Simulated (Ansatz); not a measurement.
Results of PBE-D3(BJ) in Ansatz (PAW) for hcp Tb.

Run with plane-wave cutoff 520 eV, 18×18×10 k mesh (along the axes of the cell as run), Fermi–Dirac smearing 0.05 eV, spin-polarised with parallel moments, scalar-relativistic PAW data made under PBE.

Equation-of-state points:

```
V (Å³/atom)  E − E_lowest (meV/atom)  P (GPa)
-----------  -----------------------  -------
28.855                          4.56    1.260
29.456                          1.09    0.597
30.057                          0.00   -0.005
30.659                          1.06   -0.552
31.260                          4.08   -1.049
```

Estimate the bulk modulus from the pressures at 29.456 and 30.659 Å³/atom, and compare it with a fit to all energies.

B = −V dP/dV. Between V = 29.456 and 30.659 Å³/atom, dP/dV = (-0.552 − (0.597))/(30.659 − 29.456) = -0.955 GPa per Å³/atom; at the midpoint 30.057 Å³/atom this gives B ≈ 28.7 GPa. The third-order Birch–Murnaghan fit gives V0 = 30.052 Å³/atom, B0 = 28.7 GPa, B′ = 3.8, which lies within 1 % of that estimate.

Shape and atoms are relaxed at each volume.

Measured, for comparison: bulk modulus 38.7 GPa (room temperature, no zero-point or thermal correction; as tabulated in Wikipedia's data pages); equilibrium volume per atom 32.07 Å³/atom (room temperature, no zero-point or thermal correction; as tabulated in Söderlind et al. (2014), doi:10.1088/0953-8984/26/41/416001). Computed (rounded) less measured: bulk modulus -26 %, equilibrium volume per atom -6.3 %.

Note: the 4f shell is treated without U or exact exchange, so its levels and filling can be wrong; the collinear magnetic order is the start's and need not be the measured one; the bulk modulus comes from volumes at which shape and atoms were relaxed.

Spin–orbit coupling is not included.

The computed numbers hold no vibrational or temperature effects.

Ansatz is an electronic-structure program.
